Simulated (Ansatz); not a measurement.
We consider BSiCN (model structure, started from the AlSiCN type, R3m, No. 160, 4 atoms in the cell), described by PBE (Ansatz, a first-principles code, plane waves, PAW).

Settings: plane-wave cutoff 520 eV, 22×22×22 k mesh, Fermi–Dirac smearing 0.05 eV, scalar-relativistic PAW data made under PBE.

Cell (relaxed with PBEsol):

```yaml
crystal:
  lattice:
    - [1.41510, 0.81701, 4.64191]
    - [-1.41510, 0.81701, 4.64191]
    - [0.00000, -1.63402, 4.64191]
  atoms:
    - { symbol: B, position: [0.99433, 0.99433, 0.99433] }
    - { symbol: N, position: [0.11872, 0.11872, 0.11872] }
    - { symbol: Si, position: [0.50422, 0.50422, 0.50422] }
    - { symbol: C, position: [0.63277, 0.63277, 0.63277] }
```

Estimate the band gap and direct gap at Γ that the calculation returns.


band gap: 0.25 eV (on the SCF k mesh)
direct gap at Γ: 3.18 eV

Note: the relaxation could raise the start's symmetry but not lower it, so the cell can be a saddle point; cell and atoms aren't relaxed at this level (largest force component 0.06 eV/Å, pressure 4.4 GPa).

The computed numbers hold no vibrational or temperature effects.

Cost on a shared machine: roughly 70 core-seconds.

A model structure was made by putting elements into a prototype or built by hand; it is no filed structure, need not be a known phase, and can be a saddle point held by its symmetry.
